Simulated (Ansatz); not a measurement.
The starting structures come from a database of crystals and need not be the phases stable at ambient conditions.

Inside the gap of an insulator the Bloch states are evanescent, with a wavenumber k + iκ along the transport direction.

Data:

```
TlF3
1.0
    5.93319     0.00000     0.00000
    0.00000     7.00646     0.00000
    0.00000     0.00000     4.80009
Tl F
4 12
Direct
  0.37020   0.25000   0.95978
  0.62980   0.75000   0.04022
  0.12980   0.75000   0.45978
  0.87020   0.25000   0.54022
  0.83641   0.56675   0.34244
  0.16359   0.43325   0.65756
  0.66359   0.43325   0.84244
  0.33641   0.56675   0.15756
  0.33641   0.93325   0.15756
  0.66359   0.06675   0.84244
  0.16359   0.06675   0.65756
  0.83641   0.93325   0.34244
  0.46626   0.75000   0.62789
  0.53374   0.25000   0.37211
  0.03374   0.25000   0.12789
  0.96626   0.75000   0.87211
```

The cell is taken as given.

Transport runs along the normal of the first two printed cell vectors.

The gap is the functional's own, uncorrected, and κ follows it; spin-orbit coupling is left out. Mid-gap means the computed energy nearest the middle.

Q: Predict the band gap and the smallest decay constant κ at mid-gap from r2SCAN in Ansatz (a quantum-chemistry and plane-wave program).

A: Gap 1.92 eV on a 6×4×6 mesh; κ = 0.231 1/Å, at the zone centre.
